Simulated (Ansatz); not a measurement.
Ansatz (a program for electronic structure) run on Be4AlNi (R3m, 6 atoms in the cell): self-consistent single point.

Method: PBEsol, default PAW files made with PBE (plane waves; Ansatz).

The change in words: lattice scaled by 0.98; basis.ecutwfc: 420 eV → 735 eV. Reference geometry:
```yaml
crystal:
  lattice:
    - [0.00000, 2.98435, 2.98435]
    - [2.98435, 0.00000, 2.98435]
    - [2.98435, 2.98435, 0.00000]
  atoms:
    - { symbol: Be, position: [0.37846, 0.37846, 0.37846] }
    - { symbol: Be, position: [0.87914, 0.37362, 0.37362] }
    - { symbol: Be, position: [0.37362, 0.37362, 0.87914] }
    - { symbol: Be, position: [0.37362, 0.87914, 0.37362] }
    - { symbol: Al, position: [0.75000, 0.75000, 0.75000] }
    - { symbol: Ni, position: [0.00000, 0.00000, 0.00000] }
```

Reference input (self-consistent single point, DFT, PBEsol, plane waves, default PAW files made with PBE): basis.ecutwfc = 420 eV; kpoints.mp_grid.grid = 10 10 10; hamiltonian.xc = pbesol; hamiltonian.pseudopotentials = {kind: paw} (the program's default PAW files); scf.occupations.method = fermi_dirac; scf.occupations.width = 0.1 eV. This run's input differs from it in these lines:

Ansatz 0.2 input:
```diff
@@ -3,5 +3,5 @@
   lattice:
-    - [0.000000, 2.984353, 2.984353]
-    - [2.984353, 0.000000, 2.984353]
-    - [2.984353, 2.984353, 0.000000]
+    - [0.000000, 2.924666, 2.924666]
+    - [2.924666, 0.000000, 2.924666]
+    - [2.924666, 2.924666, 0.000000]
   atoms:
@@ -14,3 +14,3 @@
 basis:
-  ecutwfc: 420.0
+  ecutwfc: 735.0
 kpoints:
```

The program printed (abridged):

```
SCF iter   1: F=—  HF=-6692.583845 eV  |F-HF|=—  |Δ(HF+E_count)|=         —  Δρ=1.47e-2  dr2=6.95e-2  ethr=1.77e-3  ⟨swp⟩=7.0  Hψ=14789  notcnv=0
all-band conjugate gradients solve this SCF's bands
preconditioner: auto → Kerker (q_TF=auto, 2.491 Å⁻¹)
SCF iter   2: F=—  HF=-6692.573739 eV  |F-HF|=—  |Δ(HF+E_count)|=   1.01e-2  Δρ=3.91e-3  dr2=7.32e-3  ethr=2.40e-4  ⟨swp⟩=2.3  Hψ=4522  notcnv=0  defer=51
   [... lines left out ...]
SCF iter   4: F=—  HF=-6692.571210 eV  |F-HF|=—  |Δ(HF+E_count)|=   4.87e-4  Δρ=4.57e-4  dr2=1.00e-4  ethr=5.03e-6  ⟨swp⟩=2.3  Hψ=3506  notcnv=0  defer=51
SCF iter   5: F=—  HF=-6692.571180 eV  |F-HF|=—  |Δ(HF+E_count)|=   3.01e-5  Δρ=8.09e-5  dr2=2.59e-6  ethr=3.46e-7  ⟨swp⟩=2.3  Hψ=3607  notcnv=0  defer=51
SCF iter   6: F=—  HF=-6692.571182 eV  |F-HF|=—  |Δ(HF+E_count)|=   2.14e-6  Δρ=1.44e-5  dr2=8.54e-8  ethr=3.45e-10  ⟨swp⟩=7.1  Hψ=14949  notcnv=0
SCF iter   7: F=-6692.571182 eV  HF=-6692.571182 eV  |F-HF|=5.17e-9  |Δ(HF+E_count)|=   5.15e-8  Δρ=2.34e-6  dr2=2.93e-9  ethr=2.94e-10  ⟨swp⟩=3.4  Hψ=10383  notcnv=0
SCF 1 converged in 7 iterations: F = -6692.571182 eV  dr2 = 2.93e-9
Free energy (F): -6692.571182 eV
Internal energy: -6692.532128 eV  (E = F + TS)
E sigma→0 (E₀):  -6692.551655 eV
Entropy (-TS):   -0.039054 eV (-6.509 meV/atom)
Fermi energy:    12.080486 eV
--- Forces (eV/Å), atoms counted from 1 ---
  atom   1  Be    -0.43850688    -0.43850688    -0.43850688
  atom   2  Be     0.10111531     0.12536880     0.12536880
  atom   3  Be     0.12536880     0.12536880     0.10111531
  atom   4  Be     0.12536880     0.10111531     0.12536880
  atom   5  Al     0.02904417     0.02904417     0.02904417
  atom   6  Ni     0.05761001     0.05761001     0.05761001
--- Stress (GPa, compression-positive) ---
       11.970300      -0.122148      -0.122148
       -0.122148      11.970300      -0.122148
       -0.122148      -0.122148      11.970300
  P = ⅓ Tr σ = 11.9703 GPa (119.703 kbar)
  The stress holds the Pulay correction. Without it, at fixed plane waves, as pw.x and ABINIT print it: P = 11.9665 GPa
```

The run converged in 7 iterations. Against the reference run the free energy rises by 20.8 meV/atom, the pressure goes from 1.60 to 11.97 GPa and the largest force goes from 0.698 to 0.760 eV/Å.

The starting cell comes from a database of computed structures (which also holds hypothetical and non-ambient phases and stackings), without a prior relaxation at this level. Its lattice was rescaled by up to half a per cent. One atom was moved a little off its site on purpose. For this run, on top of that: lattice scaled by 0.98. Spin polarisation is off. Ansatz's pressure includes its estimate of the finite-basis (Pulay) stress.

Cost on one core of a shared machine: roughly 40 s.
